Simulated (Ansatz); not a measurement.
The parent structure is SnTe in the rock salt structure (space group Fm-3m, No. 225; a = 6.409 Å).

Calculations: PBE (Ansatz, an electronic-structure program; PAW; 420 eV plane waves; spin-orbit coupling left out).

Base values:

Pressure: 0.00 GPa

Now apply this change: an isotropic linear strain of −3.00 %, atoms relaxed at fixed cell.

Task: Predict the new pressure and energy relative to the base.

Result: The pressure goes from zero to 4.53 GPa; the energy grows by 37 meV/atom.

No phonon test of stability was made.
